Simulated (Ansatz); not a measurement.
Input and output of a self-consistent single point for Sn (Im-3m, 1 atom in the cell) (Ansatz, a first-principles code).

Computed with LDA (PW92), default PAW files made with PBE (plane waves; Ansatz).

The change in words: lattice scaled by 0.98; kpoints.mp_grid.grid: 12 12 12 → 24 24 24. Reference geometry:
```xyz
1
Lattice="-1.8890 1.8890 1.8890 1.8890 -1.8890 1.8890 1.8890 1.8890 -1.8890" Properties=species:S:1:pos:R:3 pbc="T T T"
Sn     0.0000     0.0000     0.0000
```

Reference input (self-consistent single point, DFT, LDA (PW92), plane waves, default PAW files made with PBE): basis.ecutwfc = 420 eV; kpoints.mp_grid.grid = 12 12 12; hamiltonian.xc = lda; hamiltonian.pseudopotentials = {kind: paw} (the program's default PAW files); scf.occupations.method = gaussian; scf.occupations.width = 0.1 eV. This run's input differs from it in these lines:

Ansatz 0.2 input:
```diff
@@ -2,5 +2,5 @@
   lattice:
-    - [-1.888966, 1.888966, 1.888966]
-    - [1.888966, -1.888966, 1.888966]
-    - [1.888966, 1.888966, -1.888966]
+    - [-1.851187, 1.851187, 1.851187]
+    - [1.851187, -1.851187, 1.851187]
+    - [1.851187, 1.851187, -1.851187]
   atoms:
@@ -10,3 +10,3 @@
 kpoints:
-  mp_grid: { grid: [12, 12, 12] }
+  mp_grid: { grid: [24, 24, 24] }
 hamiltonian:
```

The program printed (abridged):

```
SCF iter   1: F=—  HF=-5879.492333 eV  |F-HF|=—  |Δ(HF+E_count)|=         —  Δρ=6.97e-3  dr2=5.50e-3  ethr=1.77e-3  ⟨swp⟩=5.0  Hψ=26805  notcnv=0
all-band conjugate gradients solve this SCF's bands
preconditioner: auto → Kerker (q_TF=auto, 2.471 Å⁻¹)
SCF iter   2: F=—  HF=-5879.489818 eV  |F-HF|=—  |Δ(HF+E_count)|=   2.51e-3  Δρ=3.66e-3  dr2=1.60e-3  ethr=3.93e-5  ⟨swp⟩=1.3  Hψ=7996  notcnv=0
SCF iter   3: F=—  HF=-5879.489277 eV  |F-HF|=—  |Δ(HF+E_count)|=   5.41e-4  Δρ=5.07e-4  dr2=9.00e-5  ethr=1.14e-5  ⟨swp⟩=2.0  Hψ=6421  notcnv=0
SCF iter   4: F=—  HF=-5879.489260 eV  |F-HF|=—  |Δ(HF+E_count)|=   1.73e-5  Δρ=3.75e-4  dr2=1.84e-5  ethr=6.43e-7  ⟨swp⟩=2.0  Hψ=7342  notcnv=0
SCF iter   5: F=—  HF=-5879.489239 eV  |F-HF|=—  |Δ(HF+E_count)|=   2.04e-5  Δρ=4.29e-5  dr2=7.03e-7  ethr=1.31e-7  ⟨swp⟩=2.0  Hψ=7340  notcnv=0
SCF iter   6: F=—  HF=-5879.489239 eV  |F-HF|=—  |Δ(HF+E_count)|=   9.87e-9  Δρ=3.35e-5  dr2=3.30e-7  ethr=7.14e-10  ⟨swp⟩=5.5  Hψ=19777  notcnv=0
SCF iter   7: F=-5879.489239 eV  HF=-5879.489239 eV  |F-HF|=8.32e-9  |Δ(HF+E_count)|=   1.82e-7  Δρ=5.19e-6  dr2=6.99e-9  ethr=7.14e-10  ⟨swp⟩=3.2  Hψ=18161  notcnv=0
SCF 1 converged in 7 iterations: F = -5879.489239 eV  dr2 = 6.99e-9
Free energy (F): -5879.489239 eV
Internal energy: -5879.486757 eV  (E = F + TS)
E sigma→0 (E₀):  -5879.487998 eV
Entropy (-TS):   -0.002482 eV (-2.482 meV/atom)
Fermi energy:    11.531997 eV
--- Forces (eV/Å), atoms counted from 1 ---
  atom   1  Sn    -0.00000000     0.00000000     0.00000000
--- Stress (GPa, compression-positive) ---
        0.248308       0.000000      -0.000000
        0.000000       0.248308      -0.000000
        0.000000       0.000000       0.248308
  P = ⅓ Tr σ = 0.2483 GPa (2.483 kbar)
  The stress holds the Pulay correction. Without it, at fixed plane waves, as pw.x and ABINIT print it: P = 0.2174 GPa
```

The run converged in 7 iterations. Against the reference run the free energy drops by 13.8 meV/atom and the pressure goes from -3.18 to 0.25 GPa.

The starting cell comes from a database of computed structures (which also holds hypothetical and non-ambient phases and stackings), without a prior relaxation at this level. Its lattice was rescaled by up to half a per cent. For this run, on top of that: lattice scaled by 0.98. Ansatz's pressure includes its estimate of the finite-basis (Pulay) stress.
